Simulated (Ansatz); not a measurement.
We consider cubic perovskite CsPbF3, described by HSE06 (PAW; Ansatz, a program for electronic structure).

Settings: plane-wave cutoff 460 eV, 6×6×6 k mesh, Fermi–Dirac smearing 0.01 eV, scalar-relativistic PAW data made under PBE.

Response to compression and expansion:

| V (Å³/atom) | P (GPa) | direct gap at Γ (eV) | smallest gap on the k mesh (eV) |
|---|---|---|---|
| 21.898 | 2.44 | 10.171 | 3.650 |
| 22.474 | 1.14 | 10.006 | 3.787 |
| 23.146 | -0.16 | 9.824 | 3.933 |
| 23.626 | -0.96 | 9.699 | 4.028 |
| 24.203 | -1.81 | 9.556 | 4.134 |

The fundamental gap (3.91 eV at the equilibrium volume, on the SCF mesh) lies elsewhere than Γ–Γ.

Note: the volume lies 6 % above that of the published cell.

Spin–orbit coupling is not included; with these elements it can move the gap by several tenths of an eV or more.
